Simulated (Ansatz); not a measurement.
Functionals compared on O on the 1x1 (110) surface of 3C silicon carbide (cut with top plane C + Si), one in a 2x2 cell, started at the site 'over Si at depth 1.5 Å', in Ansatz (plane waves, PAW). The structure was relaxed with PBE; the other rows are single points on it, each with its references at the same level. Cutoff 420 eV (500 eV for r2SCAN).

Host crystal: 3C silicon carbide, with a band gap (PBE, scalar-relativistic without spin-orbit coupling).

Model: 49-atom slab, 7.7 Å thick at the start under the adsorbate (thin: gaps and levels are the slab's own), 3x3x1 mesh, Fermi-Dirac 0.01 eV, dipole correction, 24 atoms held, the rest relaxed; held to the start's symmetry, so lower structures may exist; spin-polarised, no spin-orbit, no U, no dispersion correction. The starting moment vanished. At the end it is bonded to C. In PBE it is, or lies within 0.03 eV of, the lowest of the starts that converged. These notes are the PBE run's. RPBE: The program's check for a lower electronic state was not made. r2SCAN: The program's check for a lower electronic state was not made. Adsorption energies are against ½ O2(g). A negative adsorption energy means that the adsorbate is more stable on the surface than in its reference.

| functional | adsorption energy (eV) | magnetic moment of the cell (μB) | rough cost of the single point |
|---|---|---|---|
| PBE | -1.86 | 0.00 | – |
| RPBE | ? | 0.00 | about 4 core-minutes (a rough figure) |
| r2SCAN | -1.71 | 0.00 | about 8 core-minutes (a rough figure) |

Problem. Some entries are withheld; supply them.

Solution. 
- RPBE, adsorption energy (eV): -1.65

Ansatz is an electronic-structure program.
